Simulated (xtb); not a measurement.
xtb 6.7.1, GFN2-xTB: Si(Vi)(OMe)3 cation (C=C[Si](OC)(OC)OC), charge +1, multiplicity 2, 21 atoms. The geometry is a generated start, not checked to be a minimum at this level.

```yaml
run_flags: --grad
method: GFN2-xTB
"--acc": 1 (default)
"--etemp (K)": 300 (default)
basis_functions: 54
valence_electrons: 53
```

```xyz
21

C      0.7683    -1.9965    -1.9460
C      0.0317    -0.9290    -1.6827
Si    -0.1447    -0.0924    -0.0034
O      0.1272     1.5233    -0.1083
C      1.2932     2.1674    -0.5411
O      0.9066    -0.8863     0.9427
C      1.0722    -0.7846     2.3307
O     -1.6087    -0.2131     0.6817
C     -2.8211     0.3577     0.2746
H      1.3412    -2.4731    -1.1697
H      0.8272    -2.4340    -2.9314
H     -0.5276    -0.4834    -2.4991
H      1.1274     3.2419    -0.4603
H      2.1489     1.8822     0.0765
H      1.5186     1.9092    -1.5792
H      0.2115    -1.2124     2.8471
H      1.1838     0.2570     2.6405
H      1.9729    -1.3408     2.5975
H     -2.7549     1.4485     0.2877
H     -3.5893     0.0288     0.9756
H     -3.0843     0.0300    -0.7334
```

Charge 1 and multiplicity 2 are set for this test and not shown to be the ground state. GFN-xTB has no spin term: --uhf 1 sets the occupations alone.

One run each on 1 thread. Values of broydamp tried: 0.02, 0.05, 0.1, 0.2, 0.4 (default), 0.6, 0.8, 1.

### Question
Predict the course of the SCC iterations along this series.

### Answer
Fewest SCC iterations, within one of each other: 0.2 with 17, 0.4 (default) with 18, 0.6 with 18. The count rises to 29 at 0.02. All converge to one solution.

```json
[
 {"broydamp": "0.02", "SCC iterations": "29", "end": "same solution"},
 {"broydamp": "0.05", "SCC iterations": "25", "end": "same solution"},
 {"broydamp": "0.1", "SCC iterations": "22", "end": "same solution"},
 {"broydamp": "0.2", "SCC iterations": "17", "end": "same solution"},
 {"broydamp": "0.4 (default)", "SCC iterations": "18", "end": "same solution"},
 {"broydamp": "0.6", "SCC iterations": "18", "end": "same solution"},
 {"broydamp": "0.8", "SCC iterations": "19", "end": "same solution"},
 {"broydamp": "1", "SCC iterations": "24", "end": "same solution"}
]
```
